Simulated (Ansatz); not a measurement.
Response to strain in Ta

The parent structure is Ta in the bcc (W type) structure (space group Im-3m, No. 229; a = 3.3205 Å; relaxed with 0.1 eV smearing).

Strains are applied to the cell and any free atomic positions relax.

Level of theory: PBE/PAW in Ansatz (a quantum-chemistry and plane-wave program), no spin-orbit coupling.

Notes on the quantities. energy relative to the base: free energy F.

| case | pressure | energy relative to the base | volume per atom |
|---|---|---|---|
| base | 0.0 GPa | 0 meV/atom | 18.30 Å³ |
| isotropic strain −2.50 % | 17.0 GPa | +67 meV/atom | 16.97 Å³ |
| isotropic strain −1.50 % | (withheld) | +23 meV/atom | 17.49 Å³ |
| isotropic strain −0.50 % | 3.0 GPa | +2.5 meV/atom | 18.03 Å³ |
| isotropic strain +0.50 % | -2.8 GPa | +2.5 meV/atom | 18.58 Å³ |
| isotropic strain +1.00 % | -5.5 GPa | +9.7 meV/atom | 18.86 Å³ |
| isotropic strain +1.50 % | (withheld) | +22 meV/atom | 19.14 Å³ |
| isotropic strain +2.00 % | -10.3 GPa | (withheld) | 19.43 Å³ |
| isotropic strain +2.50 % | (withheld) | +58 meV/atom | 19.71 Å³ |
| isotropic strain +3.00 % | -14.6 GPa | +83 meV/atom | 20.00 Å³ |

Q: Fill in the withheld entries from the trend.

A: 
- isotropic strain −1.50 %, pressure: 9.6 GPa
- isotropic strain +1.50 %, pressure: -8.0 GPa
- isotropic strain +2.00 %, energy relative to the base: +38 meV/atom
- isotropic strain +2.50 %, pressure: -12.5 GPa

Stability against distortions was not tested. The final runs are not spin-polarised.
